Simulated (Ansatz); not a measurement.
Worked example: relaxation of cell and atoms of Pd (Fm-3m, 1 atom in the cell) in Ansatz (a program for electronic structure).

Computed with PBE (plane waves, PAW; Ansatz).

The change in words: atoms on their sites; basis.ecutwfc: 30.9 Ry → 21.7 Ry; relax: default → cell and atoms. Reference geometry:
```xyz
1
Lattice="0.0000 1.9508 1.9508 1.9508 0.0000 1.9508 1.9508 1.9508 0.0000" Properties=species:S:1:pos:R:3 pbc="T T T"
Pd     0.0000     0.0000     0.0000
```

Reference input (self-consistent single point, DFT, PBE, plane waves, default PAW files): basis.ecutwfc = 30.9 Ry; kpoints.mp_grid.grid = 14 14 14; hamiltonian.xc = pbe; hamiltonian.pseudopotentials = {kind: paw} (the program's default PAW files); scf.occupations.method = fermi_dirac; scf.occupations.width = 0.0073 Ry. This run's input differs from it in these lines:

Ansatz 0.2 input:
```diff
@@ -8,3 +8,3 @@
 basis:
-  ecutwfc: 30.9 Ry
+  ecutwfc: 21.7 Ry
 kpoints:
@@ -16,2 +16,4 @@
   occupations: { method: fermi_dirac, width: 0.0073 Ry }
+relax:
+  cell: {}
 output:
```

Output, abridged:

```
   [... SCF lines of the steps left out ...]
relax step   1: F+E_penalty+E_count = -6972.63713920 eV  Δ(F+E_penalty+E_count) = +0.000e0 eV  max|allowed force component| = 0.000e0 eV/Å  Δτ_max = 0.0000 Å  P = +5.918 GPa  Ω = 14.849 Å³  (6 SCF iters, dr2 threshold 1.00e-7 eV, accepted)
relax step   2: F+E_penalty+E_count = -6972.49055878 eV  Δ(F+E_penalty+E_count) = +1.466e-1 eV  max|allowed force component| = 0.000e0 eV/Å  Δτ_max = 0.0000 Å  P = -15.436 GPa  Ω = 15.670 Å³  energy of the carried Pulay correction = -1.217e-1 eV  (6 [...]
   [... lines left out ...]
relax step  13: F+E_penalty+E_count = -6972.64512036 eV  Δ(F+E_penalty+E_count) = +2.101e-3 eV  max|allowed force component| = 0.000e0 eV/Å  Δτ_max = 0.0000 Å  P = +0.019 GPa  Ω = 15.304 Å³  energy of the carried Pulay correction = -2.111e-3 eV  (4 [...]
relax step  14: F+E_penalty+E_count = -6972.64620847 eV  Δ(F+E_penalty+E_count) = -1.088e-3 eV  max|allowed force component| = 0.000e0 eV/Å  Δτ_max = 0.0000 Å  P = +0.039 GPa  Ω = 15.304 Å³  stress off target by 3.92e-2 GPa  SCF on the basis [...]
basis re-selected at this cell: Δ(F+E_penalty+E_count) = -1.088e-3 eV, ΔP = +0.020 GPa vs the last step
Stability not checked: this state was not tested for a lower state beside it, because too few of the mixer's solves of this state at the end of the SCF gave a …
Free energy (F): -6972.646208 eV
Internal energy: -6972.575491 eV  (E = F + TS)
E sigma→0 (E₀):  -6972.610850 eV
Entropy (-TS):   -0.070717 eV (-70.717 meV/atom)
Fermi energy:    18.852126 eV
--- Forces (eV/Å), atoms counted from 1 ---
  atom   1  Pd    -0.00000000     0.00000000     0.00000000
   [... lines left out ...]
to start a new deck from the relaxed geometry:
  cell:  # Å, volume = 15.3037 Å³
    - [9.07613112374347e-35, 1.9705554216248358, 1.9705554216248358]
    - [1.9705554216248358, -8.168518259250563e-34, 1.9705554216248358]
    - [1.9705554216248358, 1.9705554216248358, -5.445678860157162e-34]
  atoms:
    - { symbol: Pd, position: [0.0, 0.0, 0.0] }
```

The run converged. 

Summary of the result:
| Property | Result |
|---|---|
| Free energy E − TS (on the zero of these files) | -6972.6462 eV |
| Fermi level (on the code's own zero) | 18.85 eV |
| Pressure | 0.04 GPa |
| Final cell | a = b = c = 2.7868 Å, α = β = γ = 60.00° |
| Final volume per atom | 15.30 Å³ |
| Relaxation steps | 14 |

The starting cell has typed, rounded lattice constants, without a prior relaxation at this level. Its lattice was rescaled by up to half a per cent. Spin polarisation is off. The relaxation keeps the symmetry of its start, so its end need not be a minimum. Ansatz's pressure includes its estimate of the finite-basis (Pulay) stress. Without the estimate this run gives -23.40 GPa. The cutoff lies below the one recommended for these files.
